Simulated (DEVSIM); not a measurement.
System: abrupt In0.53Ga0.47As n-p junction, at 300 K.

```csv
layer (left to right),material,thickness (μm),Nd (cm⁻³),Na (cm⁻³),τn (s),τp (s)
1,In0.53Ga0.47As,0.210,1.5e16,-,3.9e-8,3.9e-8
2,In0.53Ga0.47As,7.90,-,2.6e14,3.9e-8,3.9e-8
```

Left contact: ohmic. Right contact: ohmic. Voltage is applied to the left contact. Recombination: SRH at mid-gap, radiative, Auger. Mobility is μmin + (μ − μmin)/(1 + (N/Nref)^α).

The device is made up for the run: typed textbook-type constants, with dimensions and the other settings drawn at random. Values at 300 K.

```csv
parameter,In0.53Ga0.47As
gap (eV),0.74
affinity (eV),4.51
permittivity,13.9
Nc (cm⁻³),2.1e17
Nv (cm⁻³),7.7e18
μn (cm²/Vs),12000
μp (cm²/Vs),300
"μn,min",300
"μp,min",10
"Nref,n",1.3e17
"Nref,p",4.9e17
αn,0.48
αp,0.4
B (cm³/s),9.6e-11
Cn (cm⁶/s),5e-29
Cp (cm⁶/s),5e-29
```

Simulated with DEVSIM: 1D drift-diffusion, Boltzmann statistics, complete ionisation; no tunnelling, impact ionisation, image-force lowering or self-heating.

The thickness of layer 1 was swept, all else fixed.

| thickness of layer 1 (μm) | largest field in the device at zero bias (V/cm) | dark forward voltage at 100 A/cm² (V) |
|---|---|---|
| 0.042 | 7900 | 0.455 |
| 0.073 | 7400 | 0.445 |
| 0.13 | 7300 | 0.432 |
| 0.21 | 7300 | 0.422 |
| 0.36 | 7300 | 0.412 |
| 0.63 | 7300 | 0.404 |
| 1.1 | 7300 | 0.399 |

From the first row to the last the largest field in the device at zero bias goes from 7900 to 7300. From the first row to the last the dark forward voltage at 100 A/cm² goes from 0.455 to 0.399.
